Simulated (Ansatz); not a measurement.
# PbTe under a change: tensor shear ε_xy = +1.43 %

The parent structure is PbTe in the rock salt structure (space group Fm-3m, No. 225; a = 6.380 Å). Axes: x, y, z lie along the cube axes.

Now apply this change: a pure shear with ε_xy = ε_yx = 0.0143; the atoms relax in the strained cell.

Computed with Ansatz (an electronic-structure program) LDA, no spin-orbit coupling. Γ-centred 9×9×9 mesh, Fermi–Dirac width 0.05 eV.

```tsv
quantity	base	changed	shift
volume per atom	32.46 Å³	32.45 Å³	-0.01 Å³
space group	Fm-3m (No. 225)	Immm (No. 71)	–
shortest interatomic distance	3.190 Å	3.190 Å	0.000 Å
energy relative to the base (free energy F)	0 meV/atom	+1.3 meV/atom	+1.3 meV/atom
pressure (mean of the normal stresses, compression positive)	0.00 GPa	0.00 GPa	0.00 GPa
band gap	0.57 eV	0.41 eV	-0.16 eV
gap character	–	indirect, S → R	–
smallest direct gap	0.57 eV	0.55 eV	-0.02 eV
hole mass	0.33 mₑ along k, 0.065 mₑ across (at L)	0.30 mₑ along k, 0.064 mₑ across (at L)	–
valley order (the lowest conduction-band minima on the path, energy above the VBM, named in the base's zone)	L along ⟨111⟩ 0.57 eV; a point along ⟨110⟩, about 0.6 Å⁻¹ from Γ 1.18 eV; a point along ⟨100⟩, about 0.4 Å⁻¹ from Γ 1.70 eV	L along [1-11] 0.41 eV; L along [111] 0.56 eV; a point along [1-10], about 0.6 Å⁻¹ from Γ 0.99 eV; a point along [110], about 0.6 Å⁻¹ from Γ 1.23 eV	–
stress (xx, yy, zz, yz, xz, xy; compression positive)	–	(0.01, 0.01, -0.01, 0.00, 0.00, -0.45) GPa	–
```

Final structure:

```yaml
crystal:
  lattice:
    - [0.04561, 3.18980, 3.18980]
    - [3.18980, 0.04561, 3.18980]
    - [3.23541, 3.23541, 0.00000]
  atoms:
    - { symbol: Te, position: [0.50000, 0.50000, 0.50000] }
    - { symbol: Pb, position: [0.00000, 0.00000, 0.00000] }
```

With Pb and Te present, leaving out spin-orbit coupling can change the band edges. Effective masses come from finite differences of ±0.01 Å⁻¹. Along k means along the line from Γ to the band edge. No phonon test of stability was made. k-point labels follow each cell's own Brillouin zone.
